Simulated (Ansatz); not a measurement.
1T (CdI2-type) FeI2, treated with r²SCAN (Ansatz, a quantum-chemistry and plane-wave program, PAW).

Numerical settings: plane-wave cutoff 500 eV, 12×12×6 k mesh (along the axes of the cell as run), Fermi–Dirac smearing 0.05 eV, spin-polarised with parallel moments, scalar-relativistic PAW data made under PBE.

Cell (relaxed at this level):

Space group P-3m1 (No. 164); a = b = 4.064 Å, c = 7.056 Å, α = β = 90.00°, γ = 120.00°

```
atom  site  symmetry       x       y       z
----  ----  --------  ------  ------  ------
Fe      1a      -3m.  0.0000  0.0000  0.0000
I       2d       3m.  0.3333  0.6667  0.2280
```

### Question
Estimate the band gap that the calculation returns.

### Answer

- band gap: 0.68 eV (on the SCF k mesh)

Note: the magnetic order was assumed, not searched for or taken from measurement; a magnet's gap depends somewhat on the PAW data; the cell comes from a level without a dispersion term, which matters for the spacing of layers, chains or molecules; the volume lies 6 % above that of the published cell; the cell has widely spaced layers and the level no dispersion term, so their spacing and the moduli can rest on weak binding.

Spin–orbit coupling is not included; with these elements it can move the gap by several tenths of an eV or more.

Static lattice: no zero-point or thermal effects.
